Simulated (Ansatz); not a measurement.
Density of states of Nb3Al2Mo3 (R32, 8 atoms in the cell).

```
Nb3Al2Mo3
1.0
    3.61050     2.08452     2.92996
   -3.61050     2.08452     2.92996
    0.00000    -4.16905     2.92996
Al Nb Mo
2 3 3
Direct
  0.75189   0.75189   0.75189
  0.24811   0.24811   0.24811
  0.24625   0.75375   0.50000
  0.50000   0.24625   0.75375
  0.75375   0.50000   0.24625
  0.24973   0.75028   0.00000
  0.00000   0.24973   0.75028
  0.75028   0.00000   0.24973
```

Method: PBEsol, default PAW files made with PBE (plane waves; Ansatz, a program for electronic structure).

SCF settings: basis.ecutwfc = 30.9 Ry; kpoints.mp_grid.grid = 5 5 5; hamiltonian.xc = pbesol; hamiltonian.pseudopotentials = {kind: paw} (the program's default PAW files); scf.occupations.method = fermi_dirac; scf.occupations.width = 0.0037 Ry. Keys of the DOS step: output.dos.nscf_kmesh.grid = 8 8 8; output.dos.method = {smearing: {sigma: 0.1}} eV.

The starting cell comes from a database of computed structures (which also holds hypothetical and non-ambient phases and stackings), without a prior relaxation at this level. Spin polarisation is off.

Total DOS (both spins), as means of the tabulated values in each energy bin; the zero is the program's Fermi level or highest filled level, and the curve is cut to this window:

```
E (eV) | states/eV/cell
    -7.80 |  0.03
    -7.40 | # 0.33
    -7.00 | ## 0.62
    -6.60 | ### 1.02
    -6.20 | #### 1.65
    -5.80 | ########### 4.44
    -5.40 | ##### 1.86
    -5.00 |  0.05
    -4.60 |  0.09
    -4.20 | ######### 3.79
    -3.80 | ########### 4.54
    -3.40 | ############# 5.23
    -3.00 | ######################## 9.48
    -2.60 | ################# 6.75
    -2.20 | ########################## 10.6
    -1.80 | ############################## 12.0
    -1.40 | ################### 7.75
    -1.00 | ############# 5.31
    -0.60 | ########################### 11.0
    -0.20 | ########################### 11.0
     0.20 | ############ 4.74
     0.60 | ######## 3.13
     1.00 | ########## 4.20
```

Around zero the curve holds about 8.0 states/eV/cell.

Keys are those of Ansatz 0.2.
